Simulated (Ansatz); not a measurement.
Base system: InP in the zinc blende structure (space group F-43m, No. 216; a = 5.878 Å). Axes: x, y, z lie along the cube axes.

It is then changed as follows: tensile biaxial strain of 2.00 % in the plane normal to [001], as in epitaxy on a mismatched substrate; the out-of-plane cell vector and the atoms relax.

Computed with PBEsol in Ansatz (plane waves to 420 eV, PAW, no SOC).

### Question
Give the band edges at the high-symmetry points of the new zone, measured from its valence-band maximum.

### Answer
| point | valence edge (eV) | conduction edge (eV) |
|---|---|---|
| Γ | 0.00 | 0.35 |
| X | -2.29 | 1.63 |
| P | -2.97 | 4.25 |
| N | -0.94 | 1.19 |
| M | -2.54 | 1.41 |
| S | -2.23 | 1.88 |
| S₀ | -2.23 | 1.88 |
| R | -2.97 | 3.75 |
| G | -2.97 | 3.75 |

The gap is 0.35 eV, direct at Γ.

Stability against distortions was not tested. Labels are those of the standard path for the cell's own space group.

Ansatz is a program for electronic structure.
